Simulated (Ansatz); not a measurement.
Consider Cu in the fcc (Cu type) structure (space group Fm-3m, No. 225; a = 3.563 Å; relaxed with 0.1 eV smearing). Axes: x, y, z lie along the cube axes.

The values are results of PBEsol in Ansatz (plane waves to 420 eV, PAW, without spin-orbit coupling), earlier PAW set, not measurements.

Before the change:

The shortest interatomic distance comes out as 2.520 Å.

Now apply this change: tensor shear ε_xz = −1.44 % (engineering shear γ = -0.0288), atoms relaxed at fixed cell.

Q: What happens to the energy relative to the base?

A: The energy goes up by 2.8 meV/atom.

Q: What does the calculation give for the stress after the change?

A: The stress (xx, yy, zz, yz, xz, xy; compression positive) comes out as (0.2, 0.0, 0.2, 0.0, 2.7, 0.0) GPa.

Q: What does the calculation give for the shortest interatomic distance after the change?

A: The shortest interatomic distance drops by 0.0363 Å to 2.483 Å.

The cells carry an imposed strain or load. Whether these cells are dynamically stable was not tested. The final runs are not spin-polarised.

Ansatz is a program for electronic structure.
